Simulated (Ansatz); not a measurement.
MgTe, response to strain

Consider MgTe in the wurtzite structure (space group P6_3mc, No. 186; a = 4.5614 Å, c = 7.4119 Å). Axes: x lies along a and z along c of the hexagonal cell.

Strains are applied to the cell and any free atomic positions relax; under biaxial strain the out-of-plane vector relaxes too.

Computed with DFT with PBEsol, PAW potentials and a 420 eV plane-wave cutoff in Ansatz (a first-principles code), no spin-orbit coupling.

Notes on the quantities. in-plane stress: mean in-plane stress (compression positive).

| case | in-plane stress | ratio −ε⊥/ε∥ |
|---|---|---|
| biaxial strain +0.60 %, plane normal [001], relaxed out of plane | -0.4 GPa | – |
| biaxial strain +1.20 %, plane normal [001], relaxed out of plane | ? | 0.95 |
| biaxial strain +1.80 %, plane normal [001], relaxed out of plane | ? | 0.95 |
| biaxial strain +2.40 %, plane normal [001], relaxed out of plane | -1.3 GPa | 0.96 |
| biaxial strain +3.00 %, plane normal [001], relaxed out of plane | ? | 0.97 |

### Question
Some entries are withheld; estimate them.

### Answer

- biaxial strain +1.20 %, plane normal [001], relaxed out of plane, in-plane stress: -0.7 GPa
- biaxial strain +1.80 %, plane normal [001], relaxed out of plane, in-plane stress: -1.0 GPa
- biaxial strain +3.00 %, plane normal [001], relaxed out of plane, in-plane stress: -1.6 GPa

Stability against distortions was not tested.
